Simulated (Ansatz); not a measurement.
Ansatz (a first-principles code) run on CuAu (P4mm, 2 atoms in the cell): self-consistent single point.

Method of the run: PBEsol, default PAW files made with PBE (plane waves; Ansatz).

```
CuAu
1.0
    2.81400     0.00000     0.00000
    0.00000     2.81400     0.00000
    0.00000     0.00000     3.68835
Cu Au
1 1
Cartesian
  0.00000   0.00000   0.05000
  1.40700   1.40700   1.84417
```

Reference input (self-consistent single point, DFT, PBEsol, plane waves, default PAW files made with PBE): basis.ecutwfc = 30.9 Ry; kpoints.mp_grid.grid = 12 12 9; hamiltonian.xc = pbesol; hamiltonian.pseudopotentials = {kind: paw} (the program's default PAW files); scf.occupations.method = fermi_dirac; scf.occupations.width = 0.0073 Ry. This run's input differs from it in these lines:

Ansatz 0.2 input:
```diff
@@ -13,3 +13,3 @@
   mp_grid:
-    grid: [12, 12, 9]
+    grid: [9, 9, 7]
 hamiltonian:
@@ -21,3 +21,3 @@
     method: fermi_dirac
-    width: 0.0073 Ry
+    width: 0.022 Ry
 output:
```

Log, with long lists cut:

```
SCF iter   1: F=—  HF=-19596.070566 eV  |F-HF|=—  |Δ(HF+E_count)|=         —  Δρ=2.12e-2  dr2=8.14e-2  ethr=1.77e-3  ⟨swp⟩=4.0  Hψ=5213  notcnv=0
all-band conjugate gradients solve this SCF's bands
preconditioner: auto → Kerker (q_TF=auto, 2.851 Å⁻¹)
SCF iter   2: F=—  HF=-19596.058040 eV  |F-HF|=—  |Δ(HF+E_count)|=   1.25e-2  Δρ=4.37e-3  dr2=4.68e-3  ethr=2.14e-4  ⟨swp⟩=2.1  Hψ=2178  notcnv=0
SCF iter   3: F=—  HF=-19596.056873 eV  |F-HF|=—  |Δ(HF+E_count)|=   1.17e-3  Δρ=2.79e-3  dr2=2.10e-3  ethr=1.23e-5  ⟨swp⟩=1.3  Hψ=1462  notcnv=0
SCF iter   4: F=—  HF=-19596.056321 eV  |F-HF|=—  |Δ(HF+E_count)|=   5.52e-4  Δρ=4.05e-4  dr2=6.70e-5  ethr=5.54e-6  ⟨swp⟩=2.5  Hψ=2188  notcnv=0
SCF iter   5: F=—  HF=-19596.056375 eV  |F-HF|=—  |Δ(HF+E_count)|=   5.43e-5  Δρ=1.21e-4  dr2=5.17e-6  ethr=1.76e-7  ⟨swp⟩=2.0  Hψ=2104  notcnv=0
SCF iter   6: F=—  HF=-19596.056374 eV  |F-HF|=—  |Δ(HF+E_count)|=   1.17e-6  Δρ=3.51e-5  dr2=5.97e-7  ethr=1.36e-8  ⟨swp⟩=2.1  Hψ=2009  notcnv=0
SCF iter   7: F=-19596.056374 eV  HF=-19596.056374 eV  |F-HF|=5.36e-8  |Δ(HF+E_count)|=   1.71e-7  Δρ=1.09e-5  dr2=6.78e-8  ethr=2.63e-10  ⟨swp⟩=5.0  Hψ=6007  notcnv=0
SCF 1 converged in 7 iterations: F = -19596.056374 eV  dr2 = 6.78e-8
Free energy (F): -19596.056374 eV
Internal energy: -19595.867840 eV  (E = F + TS)
E sigma→0 (E₀):  -19595.962107 eV
Entropy (-TS):   -0.188534 eV (-94.267 meV/atom)
Fermi energy:    18.737945 eV
--- Forces (eV/Å), atoms counted from 1 ---
  atom   1  Cu    -0.00000000     0.00000000    -0.31347066
  atom   2  Au     0.00000000     0.00000000     0.31347178
--- Stress (GPa, compression-positive) ---
       -3.411360       0.000000       0.000000
        0.000000      -3.411360       0.000000
        0.000000       0.000000      -4.169850
  P = ⅓ Tr σ = -3.6642 GPa (-36.642 kbar)
  The stress holds the Pulay correction. Without it, at fixed plane waves, as pw.x and ABINIT print it: P = -3.7392 GPa
```

The run converged in 7 iterations. Against the reference run the free energy drops by 42.6 meV/atom, the pressure goes from -4.00 to -3.66 GPa and the largest force stays at 0.313 eV/Å.

The starting cell has typed, rounded lattice constants, without a prior relaxation at this level. Its lattice was rescaled by up to half a per cent. One atom was moved a little off its site on purpose. Spin polarisation is off. With a pressure of about -4 GPa the cell is away from its equilibrium volume at this level. Ansatz's pressure includes its estimate of the finite-basis (Pulay) stress.
